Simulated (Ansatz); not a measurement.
The reference is BAs in the zinc blende structure (space group F-43m, No. 216; a = 4.784 Å).

All numbers come from r2SCAN (Ansatz, a quantum-chemistry and plane-wave program, PAW, no spin-orbit coupling).

One change was made to it. Results:

```
quantity                          base    after
-----------------------------  -------  -------
lattice parameter a            4.784 Å  4.795 Å
width of the top valence band  5.41 eV  5.37 eV
band gap                       1.38 eV  1.39 eV
```

Task: What was done to the base?
(A) pressure −2 GPa
(B) pressure −1 GPa
(C) pressure 0.7 GPa
(D) pressure 7.5 GPa
(E) pressure 3 GPa

Result: B, pressure −1 GPa. For comparison, the lattice parameter a in the other runs: pressure 7.5 GPa gives 4.707 Å; pressure −2 GPa gives 4.807 Å; pressure 0.7 GPa gives 4.776 Å; pressure 3 GPa gives 4.751 Å.

Load acts through the strain it causes; cell and atoms are relaxed under it. No phonon test of stability was made. No other phases were tried under pressure.
